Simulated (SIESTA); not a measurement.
Input and output of a self-consistent single point for BeTe (F-43m, 2 atoms in the cell) (SIESTA).

Method: GGA PBE, numerical atomic orbitals DZP, PseudoDojo PBE standard norm-conserving potentials (rewritten from UPF to PSML) run with SIESTA.

```
BeTe
1.0
    0.00000     2.80092     2.80092
    2.80092     0.00000     2.80092
    2.80092     2.80092     0.00000
Be Te
1 1
Direct
  0.00000   0.00000   0.00000
  0.25000   0.25000   0.25000
```

Reference input (self-consistent single point, DFT, GGA PBE, numerical atomic orbitals DZP, PseudoDojo PBE standard norm-conserving potentials (rewritten from UPF to PSML)): XC.functional = GGA; XC.authors = PBE; potentials = PseudoDojo PBE standard; PAO.BasisSize = DZP; PAO.EnergyShift = 0.01 Ry; MeshCutoff = 400 Ry; kgrid.MonkhorstPack = 8 8 8; OccupationFunction = FD; ElectronicTemperature = 580.23 K; PAO.Polarization.NonPerturbative = true; MaxSCFIterations = 150; SCF.Mixer.Method = Pulay. This run's input differs from it in these lines:

```diff
@@ -29,5 +29,5 @@
 %block kgrid.MonkhorstPack
-    8   0   0  0.0
-    0   8   0  0.0
-    0   0   8  0.0
+    6   0   0  0.0
+    0   6   0  0.0
+    0   0   6  0.0
 %endblock kgrid.MonkhorstPack
```

Log, with long lists cut:

```
        iscf     Eharris(eV)        E_KS(eV)     FreeEng(eV)     dDmax    Ef(eV) dHmax(eV)
   scf:    1    -3221.309935    -3228.582387    -3228.582387  1.128396 -4.891758  8.246122
   scf:    2    -3230.621211    -3229.707484    -3229.707484  0.196939 -4.831787  4.080161
   scf:    3    -3230.190535    -3230.016380    -3230.016380  0.141745 -4.844963  0.500217
   scf:    4    -3229.999768    -3230.011331    -3230.011331  0.032287 -4.736854  0.664511
   scf:    5    -3230.023382    -3230.018648    -3230.018648  0.018964 -4.763085  0.100381
   scf:    6    -3230.018877    -3230.018798    -3230.018798  0.003381 -4.689893  0.002217
   scf:    7    -3230.018797    -3230.018798    -3230.018798  0.000105 -4.690576  0.003172
   scf:    8    -3230.018798    -3230.018798    -3230.018798  0.000171 -4.690969  0.000017
   scf:    9    -3230.018798    -3230.018798    -3230.018798  0.000001 -4.690970  0.000009
SCF Convergence by DM+H criterion
max |DM_out - DM_in|         :     0.0000008347
max |H_out - H_in|      (eV) :     0.0000094167
SCF cycle converged after 9 iterations

Using DM_out to compute the final energy and forces

siesta: E_KS(eV) =            -3230.0188

siesta: E_KS - E_eggbox =     -3230.0188

siesta: Atomic forces (eV/Ang):
     1   -0.000237   -0.000237   -0.000237
     2    0.000265    0.000265    0.000265
   Tot    0.000028    0.000028    0.000028
   Max    0.000265
   Res    0.000251    sqrt( Sum f_i^2 / 3N )
   Max    0.000265    constrained

Stress tensor Voigt[x,y,z,yz,xz,xy] (kbar):        4.30        4.30        4.30       -0.55       -0.55       -0.55
(Free)E + p*V (eV/cell)    -3230.1367
Target enthalpy (eV/cell)    -3230.0188

siesta: Program's energy decomposition (eV):
siesta: FreeEng =     -3230.018798

   [... lines left out ...]
siesta:     0.002682   -0.000342   -0.000342
siesta:    -0.000342    0.002682   -0.000342
siesta:    -0.000342   -0.000342    0.002682

siesta: Cell volume =         43.947526 Ang**3

siesta: Pressure (static):
siesta:                Solid            Molecule  Units
siesta:          -0.00002922         -0.00002930  Ry/Bohr**3
siesta:          -0.00268242         -0.00269041  eV/Ang**3
siesta:          -4.29770704         -4.31051238  kBar
```

The run converged in 9 iterations. Against the reference run the free energy rises by 2.3 meV/atom, the pressure moves little (-0.48 to -0.43 GPa) and the gap on the mesh moves little (2.046 to 2.044 eV).

The starting cell has typed, rounded lattice constants, without a prior relaxation at this level. Its lattice was rescaled by up to half a per cent. Spin-orbit coupling is off. Values carry the incompleteness of an atom-centred basis.
